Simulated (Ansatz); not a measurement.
Pressure series in PtTe2

Base system: PtTe₂ (space group P-3m1, No. 164; a = 4.009 Å, c = 4.959 Å; layered).

Cell and atoms are relaxed at each pressure.

The values are results of Ansatz (an electronic-structure program), PBEsol-D3(BJ), PAW, cutoff 420 eV, without spin-orbit coupling, not measurements.

| pressure (GPa) | volume per atom (Å³/atom) |
|---|---|
| -2 | 23.622 |
| -1 | ? |
| 0 | 23.009 |
| 0.3 | 22.927 |
| 1.5 | 22.620 |
| 3 | 22.275 |
| 5 | 21.869 |
| 7.5 | 21.426 |
| 10 | 21.040 |

Q: Fit the third-order Birch–Murnaghan form P(V) = (3B₀/2)[(V₀/V)^(7/3) − (V₀/V)^(5/3)]·[1 + (3/4)(B₀′ − 4)((V₀/V)^(2/3) − 1)] (squares taken in P) to the rows shown and predict the withheld row.

A: Least squares on the printed values gives V₀ = 23.009 Å³/atom, B₀ = 83.1 GPa, B₀′ = 6.7; this predicts 23.300 Å³/atom, and the run gives 23.297 Å³/atom, 0.003 lower.

Load acts through the strain it causes; cell and atoms are relaxed under it. No phonon test of stability was made. No other phases were tried under pressure. The final runs are not spin-polarised.
